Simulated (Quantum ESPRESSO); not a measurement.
**Quick settings and what they miss: Ni (Fm-3m, 1 atom in the cell)**

Self-consistent single point.

```
CELL_PARAMETERS angstrom
      0.00000     1.77806     1.77806
      1.77806     0.00000     1.77806
      1.77806     1.77806     0.00000
ATOMIC_POSITIONS crystal
  Ni 0.00000 0.00000 0.00000
```
Moments meant for the start (each program seeds them in its own way; μB, in the order of the atoms Ni): 2.0.

Method: PBEsol, PSlibrary ultrasoft (PBE) pseudopotentials (plane waves; Quantum ESPRESSO 7.5).

Base settings: ecutwfc = 50 Ry; ecutrho = 300 Ry; occupations = smearing; smearing = marzari-vanderbilt; degauss = 0.0073499 Ry; nspin = 2; input_dft = pbesol; potentials = {Ni: Ni.pbe-n-rrkjus_psl.1.0.0.UPF}; K_POINTS = automatic 16 16 16 0 0 0; conv_thr = 1e-10 Ry; mixing_beta = 0.3.

Tight run (finer mesh or higher cutoff; not a proven limit): ecutwfc: 50 Ry → 70 Ry; ecutrho: 300 Ry → 420 Ry; conv_thr: 1e-10 Ry → 7.3e-11 Ry; K_POINTS: automatic 16 16 16 0 0 0 → automatic 22 22 22 0 0 0. It gave Fermi level (on the code's own zero) 12.92 eV; pressure -15.05 GPa; size of the cell's spin moment 0.66 μB; site moments (μB, in the program's spheres or projections) Ni 0.69.

Quick runs, as changes from the base:
- A: the base itself
- B: ecutwfc: 50 Ry → 40 Ry; ecutrho: 300 Ry → 240 Ry; input_dft: pbesol → default; conv_thr: 1e-10 Ry → 7.3e-06 Ry; pseudopotentials: {Ni: Ni.pbe-n-rrkjus_psl.1.0.0.UPF} → {Ni: Ni.pz-n-rrkjus_psl.1.0.0.UPF}; K_POINTS: automatic 16 16 16 0 0 0 → automatic 6 6 6 0 0 0 [LDA (PZ)]
- C: ecutwfc: 50 Ry → 35 Ry; ecutrho: 300 Ry → 210 Ry; K_POINTS: automatic 16 16 16 0 0 0 → automatic 8 8 8 0 0 0
- D: K_POINTS: automatic 16 16 16 0 0 0 → automatic 4 4 4 0 0 0
- E: ecutwfc: 50 Ry → 25 Ry; ecutrho: 300 Ry → 150 Ry; smearing: marzari-vanderbilt → fermi-dirac; degauss: 0.0073499 Ry → 0.0099958 Ry; conv_thr: 1e-10 Ry → 7.3e-05 Ry; K_POINTS: automatic 16 16 16 0 0 0 → automatic 4 4 4 0 0 0

Energies are extrapolated to zero smearing width, which holds to low order in the width alone (under cold and Methfessel-Paxton smearing the free energy itself is taken).

Dashes: energy of B, another energy zero; pressure of B, E, not trusted under this conv_thr with d or f elements.

† marks runs with another functional, U, potentials or spin treatment: their distance from the tight run is not a convergence error alone.

The count of work is k-points × plane waves × bands × iterations; it is no time. 

The starting cell comes from a database of computed structures (which also holds hypothetical and non-ambient phases and stackings), without a prior relaxation at this level. Its lattice was rescaled by a random factor within 2.5 % of one. With one magnetic atom in the cell only a parallel order is possible. In the base run, with a pressure of about -16 GPa the cell is away from its equilibrium volume at this level.

```
run  energy less tight (meV/atom)  pressure less tight (GPa)  size of the net moment less tight (μB/atom)  count of work / tight
---  ----------------------------  -------------------------  -------------------------------------------  ---------------------
A                            11.8                      -1.39                                        -0.06                   0.33
B†                              –                          –                                        -0.02                 0.0098
C                            66.4                       0.06                                         0.04                  0.030
D                           -58.8                      -4.10                                        -0.07                  0.015
E                          1062.9                          –                                        -0.13                 0.0025
```

Among the runs at the tight run's level, the energy misses run from 11.8 to 1062.9 meV/atom.

Left out of this page: 1 run of the series outside the window shown, repeating another row's setting, or not comparable.
